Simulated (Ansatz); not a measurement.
The starting structures come from a database of crystals and need not be the phases stable at ambient conditions.

 Where the default PAW files enter, the runs use the earlier of Ansatz's two default sets.

The decay constant κ of evanescent states in the gap governs leakage through a thin film.

Input:

```
CELL_PARAMETERS angstrom
      7.52377     0.00000     0.00000
     -3.76189     6.51578     0.00000
      3.76189     2.17193     6.14313
ATOMIC_POSITIONS crystal
  Sn 0.25000 0.87500 0.87500
  Sn 0.75000 0.87500 0.87500
  Sn 0.25000 0.37500 0.87500
  Sn 0.75000 0.87500 0.37500
  S  0.75598 0.12201 0.12201
  S  0.25598 0.62799 0.62799
  S  0.75598 0.63397 0.12201
  S  0.25598 0.62799 0.11603
  S  0.24402 0.12201 0.63397
  S  0.74402 0.11603 0.62799
  S  0.24402 0.12201 0.12201
  S  0.74402 0.62799 0.62799
```

Space group of this cell: Fd-3m. The cell is strained (all lengths scaled by 1.02); by PBEsol its mean pressure is -4.4 GPa.

Transport runs along the normal of the first two printed cell vectors, the (111) plane of the conventional cell.

No gap correction and no spin-orbit coupling; mid-gap values are interpolated between computed energies.

### Question
Compute, with PBEsol (Ansatz, a program for electronic structure), the band gap and the smallest decay constant κ at mid-gap.

### Answer
Gap 1.04 eV on a 6×6×6 mesh; κ = 0.129 1/Å, at the zone centre.
